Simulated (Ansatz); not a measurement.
# Carrier properties of ZnSe under load (space group F-43m)

Here is the system:

```
ZnSe
1.0
    0.00000     2.75546     2.75546
    2.75546     0.00000     2.75546
    2.75546     2.75546     0.00000
Zn Se
1 1
Direct
  0.00000   0.00000   0.00000
  0.75000   0.75000   0.75000
```

Calculation: PBEsol with spin-orbit coupling, rigid bands (plane waves, PAW; Ansatz, a quantum-chemistry and plane-wave program). Condition of this run: hydrostatic pressure 5 GPa (the target of the relaxation). How the cell was made: cell and atoms relaxed with PBEsol, then loaded as said.

```yaml
band_gap: 1.38 eV
electron conductivity mass (300 K, dilute): 0.112 mₑ
hole conductivity mass (300 K, dilute): 0.60 mₑ
effective density of states N_c (300 K): 9.1e17 cm⁻³
effective density of states N_v (300 K): 2.2e19 cm⁻³
density_of_states_mass_electrons: 0.109 mₑ
density_of_states_mass_holes: 0.92 mₑ
Seebeck coefficient, n-type 1e19 cm⁻³, 300 K: -71 μV/K
Seebeck coefficient, p-type 1e19 cm⁻³, 300 K: 288 μV/K
```

Rigid bands; masses and Seebeck coefficients take one relaxation time τ for all states and one kind of carrier; polarons and phonon drag are left out.
